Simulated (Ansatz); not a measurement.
Al12W (Im-3, No. 204), treated with LDA (PAW; Ansatz, a quantum-chemistry and plane-wave program).

Settings: plane-wave cutoff 520 eV, 10×10×10 k mesh, Fermi–Dirac smearing 0.05 eV, no spin polarisation, scalar-relativistic PAW data made under PBE.

A third-order Birch–Murnaghan fit to the energies gives V0 = 16.109 Å³/atom, B0 = 99.3 GPa, B′ = 4.8.

| V (Å³/atom) | P (GPa) |
|---|---|
| 15.463 | 4.48 |
| 15.785 | ? |
| 16.107 | 0.00 |
| 16.429 | ? |
| 16.751 | -3.54 |

Estimate the withheld pressures from this fit; the answers are the runs' own values.


- 15.785, P (GPa): 2.12
- 16.429, P (GPa): -1.87

The formula P = (3/2) B0 (x^(7/3) − x^(5/3)) [1 + (3/4)(B′ − 4)(x^(2/3) − 1)] with x = V0/V meets the computed pressures within 0.02 GPa when these rounded values are put in.

Spin–orbit coupling is not included.

The result took about 13 core-minutes (a rough figure).
